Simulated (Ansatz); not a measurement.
Reference: monolayer PbI2, PBE, rigid bands (plane waves, PAW, scalar-relativistic; Ansatz, an electronic-structure program); axes and stresses refer to this cell.

```xyz
3
Lattice="4.6699 0.0000 0.0000 -2.3349 4.0442 0.0000 0.0000 0.0000 19.7422" Properties=species:S:1:pos:R:3 pbc="T T T"
Pb     0.0000     0.0000     9.8711
I      0.0000     2.6962    11.7322
I      2.3349     1.3481     8.0100
```

The electron conductivity mass is 0.30 mₑ, the hole conductivity mass comes out as 1.53 mₑ and the band gap comes out as 2.52 eV.

### Question
Change: biaxial strain -3 % with spin-orbit coupling. What happens to electron conductivity mass, hole conductivity mass, band gap?

### Answer
electron conductivity mass increases to 0.36 mₑ; hole conductivity mass increases to 1.62 mₑ; band gap shrinks to 1.83 eV.

### Question
Change: spin-orbit coupling switched on. What happens to electron conductivity mass, hole conductivity mass, band gap?

### Answer
electron conductivity mass goes up to 0.35 mₑ; hole conductivity mass grows to 2.0 mₑ; band gap decreases to 1.76 eV.

Masses are for dilute carriers at 300 K, harmonic means over directions unless an axis is named. Spin-orbit coupling is left out unless a row names it; without it the gap and masses of crystals with these elements can be far off. The structure type is held under load, also where the real crystal would transform.
